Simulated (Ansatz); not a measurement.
# What uniaxial stress, 3 GPa compression along z does to GaSb

The reference is GaSb in the zinc blende structure (space group F-43m, No. 216; a = 6.1324 Å). Axes: x, y, z lie along the cube axes.

Modification: uniaxial stress, 3 GPa compression along z; all other stress components relax to zero.

Calculations: Ansatz (an electronic-structure program), r2SCAN, PAW, cutoff 500 eV, without spin-orbit coupling. k-mesh 13×13×13 (Γ-centred); smearing 0.05 eV (Fermi–Dirac).

| quantity | base | changed | shift |
|---|---|---|---|
| volume per atom | 28.83 Å³ | 28.29 Å³ | -0.54 Å³ |
| space group | F-43m (No. 216) | I-4m2 (No. 119) | – |
| shortest interatomic distance | 2.655 Å | 2.642 Å | -0.0138 Å |
| energy relative to the base (free energy F) | 0 meV/atom | +15 meV/atom | +15 meV/atom |
| band gap | 0.41 eV | 0.27 eV | -0.145 eV |
| gap character | direct at Γ | direct at Γ | – |
| valence-band top at Γ (three highest levels, from the VBM) | 0.00, 0.00, 0.00 eV | 0.00, -0.39, -0.39 eV | – |
| strain response (xx, yy, zz) | – | (+1.69, +1.69, −5.10) % | – |

With Sb present, leaving out spin-orbit coupling can change the band edges. Stability under load was not tested beyond the relaxation. The zero or small gap of GaSb under uniaxial stress, 3 GPa compression along z can change with the level of theory. Labels are those of the standard path for the cell's own space group.
